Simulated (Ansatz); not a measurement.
An Ansatz (a quantum-chemistry and plane-wave program) run: hypothetical CdI2 type CeO2; Ansatz PBEsol-D3(BJ), no spin-orbit coupling, earlier PAW set.

Input:

Ansatz 0.2 input:
```yaml
crystal:
  lattice:
    - [3.5681539334, 0, 0]
    - [-1.7840769667, 3.0901119509, 0]
    - [0, 0, 4.3316526622]
  atoms:
    - { symbol: Ce, position: [0, 0, 0] }
    - { symbol: O, position: [0.6666666667, 0.3333333333, 0.2061134916] }
    - { symbol: O, position: [0.3333333333, 0.6666666667, 0.7938865084] }
basis: { ecutwfc: 420, ecutrho_ratio: 4, xc_grid: 2, fft_grid_basis: typed }
kpoints: { mp_grid: { grid: [11, 11, 8] } }
hamiltonian:
  xc: pbesol
  dispersion: d3bj
  pseudopotentials: { azcp: { folder: ./paw }, kind: paw }
scf: { occupations: { method: fermi_dirac, width: 0.05 }, convergence: { dr2_threshold: 0.0000000003 } }
output: { forces: true, stress: true }
```

Output (explanatory and most iteration lines left out):

```
Pseudopotential: Ce, paw, valence charge 12
Pseudopotential: O, paw, valence charge 6
Crystal: 3 atoms, lattice volume = 47.761 Å³
Basis set: ecut = 420 eV, 921 PW (Γ), exchange–correlation on 48×48×60 points (8 copies of the dense FFT grid, shifted against one another)
Bands: 22, of which v1, the nominal top of the filled ones, is band 12 counted from 1 (11 counted from 0)
Symmetry: 12 space group operations
Space group: P-3m1 (ITA 164), of the structure as read, at distance tolerance 3.6e-5 Å
k-points: 110 of 968
Functional: x = pbesol(κ = 0.804, μ = 0.12345679012345678), c = pbesol(β = 0.046)
SCF iter   1: F=—  HF=-7612.729018 eV  |F-HF|=—  |Δ(HF+E_count)|=         —  Δρ=8.15e-2  dr2=5.21e0  ethr=3.10e-3  ⟨swp⟩=5.9  Hψ=9801  notcnv=0
SCF iter   2: F=—  HF=-7611.809102 eV  |F-HF|=—  |Δ(HF+E_count)|=   9.20e-1  Δρ=3.14e-2  dr2=6.47e-1  ethr=3.10e-3  ⟨swp⟩=3.0  Hψ=5520  notcnv=0  defer=126
SCF 1 converged in 9 iterations: F = -7611.762183 eV  dr2 = 8.50e-12
SCF converged after 9 iterations
Free energy (F): -7611.762183 eV
Internal energy: -7611.762183 eV  (E = F + TS)
E sigma→0 (E₀):  -7611.762183 eV
Fermi energy:    8.636869 eV
  E_disp       = -0.627087  (pairwise vdW)
--- Forces (eV/Å), atoms counted from 1 ---
  atom   1  Ce     0.00000000    -0.00000000     0.00000000
  atom   2  O      0.00000000    -0.00000000     0.00009210
  atom   3  O      0.00000000     0.00000000    -0.00009210
--- Stress (GPa, compression-positive) ---
        0.000254       0.000000      -0.000000
        0.000000       0.000254      -0.000000
       -0.000000       0.000000      -0.003625
  P = ⅓ Tr σ = -0.0010 GPa (-0.010 kbar)
```

Whether these cells are dynamically stable was not tested. Seeded moments were not kept for the base. The final runs are not spin-polarised. The cell is CeO₂ in the CdI2 type structure (space group P-3m1, No. 164; a hypothetical phase, not in the database extracts checked).
